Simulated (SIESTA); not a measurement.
# Input and output of a self-consistent single point for Ti5Te4 (I4/m, 9 atoms in the cell) (SIESTA)

Level of theory: GGA PBEsol, numerical atomic orbitals DZP, PseudoDojo PBEsol standard norm-conserving potentials (rewritten from UPF to PSML) (SIESTA).

The input file:

```
# files in the folder: Ti.psml Te.psml (PseudoDojo PBEsol standard)
SystemName  Ti5Te4
SystemLabel Ti5Te4

NumberOfAtoms                9
NumberOfSpecies              2
%block ChemicalSpeciesLabel
  1 22 Ti
  2 52 Te
%endblock ChemicalSpeciesLabel
LatticeConstant              7.451755 Ang
%block LatticeVectors
    -0.684258272    0.684258272    0.252153352
     0.684258272   -0.684258272    0.252153352
     0.684258272    0.684258272   -0.252153352
%endblock LatticeVectors
AtomicCoordinatesFormat      Ang
%block AtomicCoordinatesAndAtomicSpecies
     0.000000000    0.000000000    0.000000000  1
     6.332558915    3.200799180    0.000000000  1
    -1.233633915    1.898125821    1.878985000  1
     1.898125821    1.233633915    1.878985000  1
     3.200799180    3.865291086    0.000000000  1
     7.364479356    0.612686828   -0.000000000  2
    -2.265554356    4.486238172    1.878985000  2
     4.486238172    2.265554356    1.878985000  2
     0.612686828    2.833370644   -0.000000000  2
%endblock AtomicCoordinatesAndAtomicSpecies

XC.functional                GGA
XC.authors                   PBEsol
PAO.BasisSize                DZP
PAO.EnergyShift              0.01 Ry
MeshCutoff                   300 Ry
%block kgrid.MonkhorstPack
    7   0   0  0.0
    0   7   0  0.0
    0   0   7  0.0
%endblock kgrid.MonkhorstPack
OccupationFunction           FD
ElectronicTemperature        1160.45 K

MaxSCFIterations             150
SCF.Mixer.Method             Pulay
SCF.Mixer.Weight             0.1
SCF.Mixer.History            6
SCF.DM.Tolerance             1.0E-05
Diag.ParallelOverK           true
WriteForces                  true
```

The program printed (abridged):

```
reinit: Reading from file input.fdf

reinit: System Name: Ti5Te4
reinit: System Label: Ti5Te4

coor:   Atomic-coordinates input format  =     Cartesian coordinates
coor:                                          (in Angstroms)

siesta: Atomic coordinates (Bohr) and species
siesta:      0.00000   0.00000   0.00000  1        1
siesta:     11.96680   6.04863   0.00000  1        2
siesta:     -2.33123   3.58694   3.55077  1        3
siesta:      3.58694   2.33123   3.55077  1        4
siesta:      6.04863   7.30434   0.00000  1        5
siesta:     13.91685   1.15781  -0.00000  2        6
siesta:     -4.28128   8.47776   3.55077  2        7
siesta:      8.47776   4.28128   3.55077  2        8
siesta:      1.15781   5.35429  -0.00000  2        9

siesta: System type = bulk

initatomlists: Number of atoms, orbitals, and projectors:      9   167   222

siesta: ******************** Simulation parameters ****************************
redata: Spin configuration                          = none
redata: Time-Reversal Symmetry                      = T
redata: Number of Atomic Species                    =        2
redata: Mesh Cutoff                                 =   300.0000 Ry
redata: Net charge of the system                    =     0.0000 |e|
redata: Min. number of SCF Iter                     =        0
redata: Max. number of SCF Iter                     =      150
redata: SCF convergence failure will abort job
redata: SCF mix quantity                            = Hamiltonian
redata: Mix DM or H after convergence               =   F
redata: Recompute H after scf cycle                 =   F
redata: Mix DM in first SCF step                    =   T
redata: No kicks to SCF
redata: DM Mixing Weight for Kicks                  =     0.5000
redata: Require Harris convergence for SCF          =   F
redata: Harris energy tolerance for SCF             =     0.000100 eV
redata: Require DM convergence for SCF              =   T
   [... lines left out ...]
diag: Parallel distribution                         =     1 x     1
diag: Used triangular part                          = Lower
diag: Absolute tolerance                            =  0.100E-15
diag: Orthogonalization factor                      =  0.100E-05
diag: Memory factor                                 =  1.0000

superc: Internal auxiliary supercell:     7 x     7 x     5  =     245
superc: Number of atoms, orbitals, and projectors:   2205  40915  54390

                        Single-point calculation

superc: Internal auxiliary supercell:     7 x     7 x     5  =     245
superc: Number of atoms, orbitals, and projectors:   2205  40915  54390

outcell: Unit cell vectors (Ang):
       -5.098925    5.098925    1.878985
        5.098925   -5.098925    1.878985
        5.098925    5.098925   -1.878985

outcell: Cell vector modules (Ang)   :    7.451755    7.451755    7.451755
outcell: Cell angles (23,13,12) (deg):     93.6454     93.6454    150.7901
outcell: Cell volume (Ang**3)        :    195.4072
new_DM -- step:     1
Initializing Density Matrix...

Attempting to read DM from file... Failed...
DM filled with atomic data:

InitMesh: MESH = 80 x 80 x 144 = 921600
InitMesh: Mesh cutoff (required, used) =   300.000   340.169 Ry

stepf: Fermi-Dirac step function
        iscf     Eharris(eV)        E_KS(eV)     FreeEng(eV)     dDmax    Ef(eV) dHmax(eV)
   scf:    1   -19406.001355   -19444.316122   -19444.511063  1.609063 -3.547487  7.697737
   scf:    2   -19450.201270   -19450.235334   -19450.457468  0.433341 -3.633415  6.069118
   scf:    3   -19451.912138   -19451.143828   -19451.367905  0.039908 -3.735252  3.399560
   scf:    4   -19453.472722   -19452.694267   -19452.942109  0.131779 -4.110204  1.342407
   scf:    5   -19452.184307   -19452.623199   -19452.879761  0.072258 -4.071090  2.522997
   scf:    6   -19446.941892   -19451.152202   -19451.399423  0.158982 -4.221337  7.883517
   [... 9 lines left out ...]
   scf:   16   -19452.827563   -19452.827563   -19453.081976  0.000012 -4.119657  0.001134
   scf:   17   -19452.827564   -19452.827563   -19453.081976  0.000020 -4.119641  0.000874
   scf:   18   -19452.827566   -19452.827565   -19453.081976  0.000021 -4.119620  0.000457
   scf:   19   -19452.827569   -19452.827567   -19453.081976  0.000017 -4.119584  0.000123
   scf:   20   -19452.827567   -19452.827567   -19453.081976  0.000002 -4.119587  0.000082
SCF Convergence by DM+H criterion
max |DM_out - DM_in|         :     0.0000024794
max |H_out - H_in|      (eV) :     0.0000817291
SCF cycle converged after 20 iterations

Using DM_out to compute the final energy and forces

siesta: E_KS(eV) =           -19452.8276

siesta: E_KS - E_eggbox =    -19452.8276

siesta: Atomic forces (eV/Ang):
     1    0.000001    0.000001    0.000000
     2   -0.080828    0.115784   -0.000038
     3    0.080829   -0.115782    0.000038
     4   -0.115864   -0.081607    0.000671
     5    0.115864    0.081606   -0.000671
     6   -0.155353   -0.073755    0.000464
     7    0.155351    0.073756   -0.000464
     8    0.073965   -0.155237   -0.000066
     9   -0.073966    0.155235    0.000066
   Tot   -0.000000   -0.000000   -0.000000
   Max    0.155353
   Res    0.085707    sqrt( Sum f_i^2 / 3N )
   Max    0.155353    constrained

Stress tensor Voigt[x,y,z,yz,xz,xy] (kbar):       32.45       32.46       43.69       -0.03       -0.00        0.37
(Free)E + p*V (eV/cell)   -19457.4969
Target enthalpy (eV/cell)   -19453.0820

siesta: Program's energy decomposition (eV):
siesta: Ebs     =     -3771.523266
siesta: Eions   =     24416.067231
siesta: Ena     =      2412.443716
siesta: Ekin    =      9395.881214
siesta: Enl     =     -3165.890029
siesta: Eso     =         0.000000
siesta: Edftu   =         0.000000
siesta: DEna    =       145.004108
siesta: DUscf   =         3.240479
siesta: DUext   =         0.000000
siesta: Ex      =     -3573.559231
siesta: Ec      =      -253.880594
siesta: Exc     =     -3827.439825
siesta: Eharris =    -19452.827567
siesta: Etot    =    -19452.827567
siesta: FreeEng =    -19453.081976

siesta: Atomic forces (eV/Ang):
siesta:      1    0.000001    0.000001    0.000000
siesta:      2   -0.080828    0.115784   -0.000038
siesta:      3    0.080829   -0.115782    0.000038
siesta:      4   -0.115864   -0.081607    0.000671
siesta:      5    0.115864    0.081606   -0.000671
siesta:      6   -0.155353   -0.073755    0.000464
siesta:      7    0.155351    0.073756   -0.000464
siesta:      8    0.073965   -0.155237   -0.000066
siesta:      9   -0.073966    0.155235    0.000066
siesta: ----------------------------------------
siesta:    Tot   -0.000000   -0.000000   -0.000000

siesta: Stress tensor (static) (eV/Ang**3):
siesta:     0.020252    0.000230   -0.000002
siesta:     0.000230    0.020258   -0.000016
siesta:    -0.000002   -0.000016    0.027269

siesta: Cell volume =        195.407196 Ang**3

siesta: Pressure (static):
siesta:                Solid            Molecule  Units
siesta:          -0.00024607         -0.00022879  Ry/Bohr**3
siesta:          -0.02259324         -0.02100612  eV/Ang**3
siesta:         -36.19836727        -33.65550844  kBar
```

The run converged in 20 iterations.

The starting cell comes from a database of computed structures (which also holds hypothetical and non-ambient phases and stackings), without a prior relaxation at this level. Spin polarisation is off, so a magnetic state, if there is one, cannot be reached. Values carry the incompleteness of an atom-centred basis. With a pressure of about -4 GPa the cell is away from its equilibrium volume at this level.

Cost on one core of a shared machine: roughly 8 min.
